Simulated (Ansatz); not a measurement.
Take BeTe in the zinc blende structure (space group F-43m, No. 216; a = 5.6568 Å) as the base. Axes: x, y, z lie along the cube axes.

Calculations: r2SCAN, PAW, 500 eV (Ansatz, a first-principles code; spin-orbit coupling left out).

Before the change:

- Valence-band top at Γ: 0.00, 0.00, 0.00 eV
- Volume per atom: 22.63 Å³

The change: biaxial strain +3.00 %, plane normal [001], relaxed out of plane (Cartesian); in-plane vectors clamped, the third vector and the atoms free.

Task: Estimate the effect on the valence-band top at Γ, energy relative to the base and volume per atom.

Result: The valence-band top at Γ (three highest levels, from the VBM) changes from 0.00, 0.00, 0.00 eV to 0.00, -0.26, -0.26 eV; the energy increases by 13 meV/atom; the volume per atom rises by 0.82 Å³ (22.63 Å³ → 23.45 Å³).

Spin-orbit coupling, missing from the scalar runs, can matter with Te. The levels and masses belong to the bands next to the band gap. Whether these cells are dynamically stable was not tested.
